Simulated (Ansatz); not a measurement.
A periodic model of amorphous Si$_{20}$P$_{2}$O$_{45}$:

```xyz
67
Lattice="9.9499 0.0000 0.0000 0.0000 9.9499 0.0000 0.0000 0.0000 9.9499" Properties=species:S:1:pos:R:3 pbc="T T T"
Si     1.4992     8.3135     5.2962
Si     8.3594     7.5105     2.2889
Si     3.4834     5.7736     1.9551
Si     8.5601     2.1387     4.3340
Si     6.5679     1.2428     8.3129
Si     8.2853     3.5222     7.2310
Si     5.7101     1.5642     3.5009
Si     5.7036     8.8845     5.2580
Si     4.9434     2.3582     6.0864
Si     4.7731     0.8128     0.6806
Si     5.9670     6.2207     3.7280
Si     2.1191     1.4887     5.3010
Si     1.0302     2.3353     2.4862
Si     3.8626     7.4997     7.0843
Si     5.9493     5.1071     6.5718
Si     2.0797     4.3372     0.1365
Si     1.5951     0.3607     0.2480
Si     2.3404     7.3672     9.8602
Si     8.6882     9.0919     5.0196
Si     1.0290     2.5661     7.9851
P      0.8115     6.3361     3.3538
P      6.7424     8.6129     9.8740
O      0.9499     1.1970     8.9252
O      7.7273     2.3445     8.2350
O      0.0918     5.6386     4.4285
O      1.4692     7.7319     3.7446
O      7.2622     8.8439     5.7652
O      7.2064     6.4353     2.6803
O      1.2692     3.4457     1.2819
O      1.0816     2.1016     6.4122
O      5.4285     1.6467     9.4006
O      6.3705     5.3058     4.9997
O      4.8864     6.2494     6.9975
O      4.7426     5.5462     2.9110
O      5.6485     9.3527     0.8314
O      0.9541     0.9008     1.6653
O      9.8987     8.3465     5.8301
O      7.2980     1.8104     3.3463
O      8.5408     8.5926     3.4735
O      5.2064     2.7208     4.5167
O      9.8240     6.7351     2.0966
O      2.0743     2.1511     3.7845
O      9.6108     2.7507     3.2571
O      2.5054     7.3708     6.1535
O      6.2809     7.3829     9.2272
O      7.9772     8.3745     0.9217
O      5.3960     7.6240     4.2816
O      2.0534     5.5391     2.7956
O      9.7625     3.6716     7.9016
O      3.3254     7.2316     1.2341
O      3.2193     0.5730     0.3372
O      5.3826     0.1643     4.2530
O      8.2486     3.0735     5.6409
O      4.9395     1.6179     2.0776
O      4.6956     8.8005     6.5406
O      7.2341     9.7603     8.8609
O      2.2070     3.4721     8.7053
O      5.9267     1.2360     6.8020
O      7.3792     4.8860     7.3595
O      5.0934     3.7488     6.8789
O      1.3595     8.6858     0.0800
O      2.0260     9.8286     5.1398
O      9.0797     0.7155     4.9460
O      3.2971     7.6827     8.5867
O      1.5587     5.8952     9.7421
O      3.4752     1.7425     6.1424
O      3.5469     4.5860     0.8298
```

Method: PBE, scalar-relativistic without spin-orbit coupling (plane waves to 420 eV, PAW; Ansatz, a quantum-chemistry and plane-wave program).

Preparation: random packing, a CHGNet melt and quench, and a DFT relaxation. O atoms were pushed apart under 1.9 Å during the dynamics, to hinder bonds among them. The hot cell started wider than the set density and was brought back towards it in steps. It is the lowest in DFT energy of 2 quenches. It is a model cell: composition and starting density were chosen by hand, and all elements were melted together. No dispersion term was used. Its density started from a set value of 2.39 and ended at 2.26 g/cm³. The quench (nominally 140 K/ps over its main leg) was far faster than any real one, so the model tends to hold more defects than a real film. A cell of this size samples the disorder only roughly. The volume was free in the relaxation, at fixed shape. Stress components on the final sampling reach 2.3 GPa.

Neighbours within Si-Si 2.60 Å, Si-P 2.55 Å, Si-O 1.90 Å, P-P 2.50 Å, P-O 2.08 Å, O-O 1.58 Å count as bonded. Two cations that share two anions don't count as bonded, nor two that share one unless they lie closer than Si-Si 2.38 Å, Si-P 2.33 Å, P-P 2.29 Å.

### Question
Give the coordination numbers, mean bond lengths and angles.

### Answer

```json
{
 "Mean coordination of Si by anions": "4.00 (20 with 4)",
 "Mean coordination of P by anions": "4.00 (2 with 4)",
 "Mean coordination of O": "1.96 (2 with 1, 43 with 2)",
 "Mean Si-O bond": "1.636 Å (spread 0.019 Å, 80 counted)",
 "Mean P-O bond": "1.567 Å (spread 0.059 Å, 8 counted)",
 "Bond angle at Si": "mean 109.5°, spread 5.1°",
 "Bond angle at P": "mean 109.3°, spread 5.4°",
 "Bond angle at O": "mean 138.8°, spread 13.0°"
}
```

### Question
Which atoms depart from the most common coordination of their element?

### Answer
O25 has 1 (P21 1.47 Å); O45 has 1 (P22 1.46 Å).

### Question
List the pairs of like atoms that count as bonded by the rules above.

### Answer
There are none by these rules.
